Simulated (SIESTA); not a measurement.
Input and output of a relaxation of cell and atoms for SrIrO₃ (P1, 5 atoms in the cell) (SIESTA).

Computed with GGA PBEsol, numerical atomic orbitals DZP, PseudoDojo PBEsol standard norm-conserving potentials (rewritten from UPF to PSML) (SIESTA).

```xyz
5
Lattice="3.9981 0.0000 0.0000 0.0000 3.9981 0.0000 0.0000 0.0000 3.9981" Properties=species:S:1:pos:R:3 pbc="T T T"
Sr    -0.0416    -0.0297     0.0109
Ir     2.0139     2.0235     1.9964
O      2.0065     2.0052    -0.0146
O      0.0242     1.9700     2.0066
O      1.9940     0.0280     1.9977
```

Reference input (self-consistent single point, DFT, GGA PBEsol, numerical atomic orbitals DZP, PseudoDojo PBEsol standard norm-conserving potentials (rewritten from UPF to PSML)): XC.functional = GGA; XC.authors = PBEsol; potentials = PseudoDojo PBEsol standard; PAO.BasisSize = DZP; PAO.EnergyShift = 0.01 Ry; MeshCutoff = 400 Ry; kgrid.MonkhorstPack = 7 7 7; OccupationFunction = FD; ElectronicTemperature = 0.1 eV; MaxSCFIterations = 150; SCF.Mixer.Method = Broyden; SCF.Mixer.Weight = 0.25. This run's input differs from it in these lines:

```diff
@@ -30,3 +30,3 @@
 PAO.EnergyShift              0.01 Ry
-MeshCutoff                   400 Ry
+MeshCutoff                   240 Ry
 %block kgrid.MonkhorstPack
@@ -45,2 +45,7 @@
 Diag.ParallelOverK           true
+MD.TypeOfRun                 FIRE
+MD.Steps                     40
+MD.MaxForceTol               0.02 eV/Ang
+MD.VariableCell              true
+MD.MaxStressTol              0.05 GPa
 WriteForces                  true
```

Output, abridged:

```
        iscf     Eharris(eV)        E_KS(eV)     FreeEng(eV)     dDmax    Ef(eV) dHmax(eV)
   scf:    1    -5335.212216    -5379.466772    -5379.549835  1.244554 -1.136364 24.064033
   scf:    2    -5406.903949    -5397.414449    -5397.527301  0.685681 -3.559830  6.329463
   scf:    3    -5398.322793    -5398.308622    -5398.458057  0.210624 -4.281548  1.024215
   scf:    4    -5398.296321    -5398.366217    -5398.505899  0.055894 -4.290978  1.086743
   scf:    5    -5397.708357    -5398.192101    -5398.366520  0.092581 -4.520975  2.260666
   [... 3 lines left out ...]
   scf:    9    -5398.399327    -5398.399560    -5398.554711  0.000785 -4.320967  0.005093
   scf:   10    -5398.399465    -5398.399513    -5398.554713  0.000435 -4.319223  0.002196
   scf:   11    -5398.399476    -5398.399494    -5398.554714  0.000167 -4.318597  0.000777
   scf:   12    -5398.399490    -5398.399492    -5398.554714  0.000062 -4.318375  0.000391
SCF Convergence by DM+H criterion
max |DM_out - DM_in|         :     0.0000621584
max |H_out - H_in|      (eV) :     0.0003905493
SCF cycle converged after 12 iterations

Using DM_out to compute the final energy and forces

siesta: E_KS(eV) =            -5398.3995

siesta: E_KS - E_eggbox =     -5398.3995

siesta: Atomic forces (eV/Ang):
     1    0.175692    0.176032   -0.046394
   [... lines left out ...]
siesta: Pressure (static):        -49.50729712  kBar
siesta: Pressure (total):        -49.50729712  kBar
No target stress found, assuming hydrostatic MD.TargetPressure.
Target stress (kBar)
outcell: Cell volume (Ang**3)        :     62.1947
        iscf     Eharris(eV)        E_KS(eV)     FreeEng(eV)     dDmax    Ef(eV) dHmax(eV)
siesta: Pressure (static):          0.00328652  kBar
siesta: Pressure (total):          0.00328652  kBar
outcell: Cell volume (Ang**3)        :     62.1947
siesta: FreeEng =     -5398.614994
   [... lines left out ...]

              0.172   0.034   0.170

Species: O
Atom  Qatom  Qorb
               2s      2s      2py     2pz     2px     2py     2pz     2px
               3Pdxy   3Pdyz   3Pdz2   3Pdxz   3Pdx2-y2
   3  6.631   1.697   0.027   1.997   1.435   2.000  -0.258  -0.062  -0.260
              0.005   0.016   0.015   0.016   0.004
   4  6.630   1.708   0.023   1.985   2.039   1.419  -0.259  -0.284  -0.058
              0.015   0.005   0.007   0.014   0.013
   5  6.628   1.697   0.026   1.424   2.004   2.002  -0.056  -0.262  -0.262
              0.016   0.016   0.007   0.005   0.012

mulliken: Qtot =       45.000

Mulliken Atomic Populations:
Atom #   charge [q] valence [e]  Species
     1     1.050465    8.949535  Sr
     2     0.838673   16.161327  Ir
     3    -0.630951    6.630951  O
     4    -0.629887    6.629887  O
     5    -0.628300    6.628300  O
 Total    -0.000000
```

The relaxation ended unconverged. 

The starting cell comes from a database of computed structures (which also holds hypothetical and non-ambient phases and stackings), without a prior relaxation at this level. Its atoms were displaced at random from the sites of space group no. 221. Values carry the incompleteness of an atom-centred basis.

Cost on one core of a shared machine: roughly 10 min.
